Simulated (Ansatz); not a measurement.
**BC5 (model structure, P3m1, No. 156, 6 atoms in the cell)**

These are LDA in Ansatz (plane waves, PAW) values and carry that method's errors.

Run with plane-wave cutoff 520 eV, 24×24×10 k mesh (along the axes of the cell as run), Fermi–Dirac smearing 0.05 eV, scalar-relativistic PAW data made under PBE.

Cell (relaxed at this level):

```cif
data_C5B
_chemical_formula_sum 'B1 C5'
_space_group_name_H-M_alt 'P 1'
_space_group_IT_number 1
_cell_length_a 2.52120
_cell_length_b 2.52120
_cell_length_c 6.32305
_cell_angle_alpha 90.000
_cell_angle_beta 90.000
_cell_angle_gamma 120.000
loop_
_space_group_symop_operation_xyz
  'x, y, z'
loop_
_atom_site_label
_atom_site_type_symbol
_atom_site_fract_x
_atom_site_fract_y
_atom_site_fract_z
_atom_site_occupancy
B1 B 0.00000 0.00000 0.00352 1
C1 C 0.33333 0.66667 0.11122 1
C2 C 0.33333 0.66667 0.34636 1
C3 C 0.66667 0.33333 0.42890 1
C4 C 0.66667 0.33333 0.67189 1
C5 C 0.00000 0.00000 0.75040 1
```

```
Quantity                 Value
---------------  -------------
band gap         zero (no gap)
bulk modulus B0        406 GPa
```

Note: the bulk modulus is −V dP/dV from two relaxed cells at ±2 % in volume; the relaxation could raise the start's symmetry but not lower it, so the cell can be a saddle point.

Static lattice: no zero-point or thermal effects.

Cost on a shared machine: about 3 core-minutes (a rough figure).

A model structure was made by putting elements into a prototype or built by hand; it is no filed structure, need not be a known phase, and can be a saddle point held by its symmetry.

Ansatz is a first-principles code.
